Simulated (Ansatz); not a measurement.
CsCaBr3 in the cubic perovskite structure (space group Pm-3m, No. 221; a cell from a computed database, its experimental status unchecked)

```cif
data_Br3CaCs
_chemical_formula_sum 'Cs1 Ca1 Br3'
_space_group_name_H-M_alt 'Pm-3m'
_space_group_IT_number 221
_space_group_name_Hall '-P 4 2 3'
_cell_length_a 5.64020
_cell_length_b 5.64020
_cell_length_c 5.64020
_cell_angle_alpha 90.000
_cell_angle_beta 90.000
_cell_angle_gamma 90.000
loop_
_atom_site_label
_atom_site_type_symbol
_atom_site_symmetry_multiplicity
_atom_site_Wyckoff_symbol
_atom_site_fract_x
_atom_site_fract_y
_atom_site_fract_z
_atom_site_occupancy
Cs1 Cs 1 a 0.00000 0.00000 0.00000 1
Ca1 Ca 1 b 0.50000 0.50000 0.50000 1
Br1 Br 3 c 0.00000 0.50000 0.50000 1
```

The values are results of plane-wave PAW DFT at the PBEsol level (Ansatz, a first-principles code, 420 eV), without spin-orbit coupling, not measurements. Γ-centred 6×6×6 mesh, Fermi–Dirac width 0.05 eV.

| Item | Result |
|---|---|
| Volume per atom | 35.88 Å³ |
| Density | 3.82 g/cm³ |
| Band gap | 4.40 eV, indirect, R → Γ |
| Electron mass | 0.32 mₑ |
| Lowest conduction-band minima above the VBM | Γ 4.40 eV |
| Total energy | -3119.774 eV/atom (σ→0; compares only within this code and set-up) |

Effective masses come from finite differences of ±0.01 Å⁻¹. Stability against distortions was not tested. Many cubic perovskites are stable only at high temperature; tilts and polar distortions were not tested.
